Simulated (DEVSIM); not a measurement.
System: W/SiON/p-Ge capacitor, at 300 K.

| layer (left to right) | material | thickness (nm) | Na (cm⁻³) |
|---|---|---|---|
| 1 | SiON | 2.50 | - |
| 2 | Ge | 13000 | 2.1e15 |

Metal gate on the left, work function 4.6 eV. Fixed charge at the semiconductor interface -2.1e10 cm⁻² (in units of +e); no interface traps.

The device is made up for the run: typed textbook-type constants, with dimensions and the other settings drawn at random. Values at 300 K.

```csv
parameter,SiON,Ge
gap (eV),7,0.664
affinity (eV),1.4,4
permittivity,5.5,16
Nc (cm⁻³),-,1.04e19
Nv (cm⁻³),-,6e18
```

Model (solved in DEVSIM): 1D Poisson equation in equilibrium, Boltzmann statistics, complete ionisation; no quantum confinement or tunnelling. Metal contacts follow the ideal Schottky-Mott rule: no Fermi-level pinning, no interface dipoles.

Question: Give the band bending (positive: bands bend down) and minority sheet density.

Answer: 
```json
[
 {"Vg (V)": "-0.15", "ψs (V)": "-0.191", "minority carriers (cm⁻²)": "2.7e8"},
 {"Vg (V)": "0", "ψs (V)": "-0.119", "minority carriers (cm⁻²)": "2.7e8"},
 {"Vg (V)": "0.15", "ψs (V)": "0.006", "minority carriers (cm⁻²)": "2.7e8"},
 {"Vg (V)": "0.3", "ψs (V)": "0.151", "minority carriers (cm⁻²)": "5.4e8"},
 {"Vg (V)": "0.45", "ψs (V)": "0.295", "minority carriers (cm⁻²)": "3.9e10"},
 {"Vg (V)": "0.6", "ψs (V)": "0.399", "minority carriers (cm⁻²)": "6.0e11"},
 {"Vg (V)": "0.75", "ψs (V)": "0.451", "minority carriers (cm⁻²)": "1.8e12"}
]
```
